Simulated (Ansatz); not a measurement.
The starting structures come from a database of crystals and need not be the phases stable at ambient conditions.

 Where the default PAW files enter, the runs use the earlier of Ansatz's two default sets.

The decay constant κ of evanescent states in the gap governs leakage through a thin film.

Data:

```xyz
4
Lattice="3.9936 0.0000 0.0000 0.0000 6.5861 0.0000 1.9968 0.0000 3.4586" Properties=species:S:1:pos:R:3 pbc="T T T"
Ga     1.9968     0.0001     1.1528
Ga     3.9936     3.2932     2.3057
As     1.9968     4.1228     1.1528
As     3.9936     0.8297     2.3057
```

Space group of this cell: P6_3mc, wurtzite. The cell is taken as given.

Transport runs along the normal of the first two printed cell vectors, the (100) plane of the conventional cell.

The gap is the functional's own, uncorrected, and κ follows it; spin-orbit coupling is left out. Mid-gap values are interpolated between the computed energies.

Problem. Predict the band gap and the smallest decay constant κ at mid-gap from PBEsol (Ansatz, a program for electronic structure).

Solution. Gap 0.40 eV on a 10×6×10 mesh; κ = 0.026 1/Å, at the zone centre.
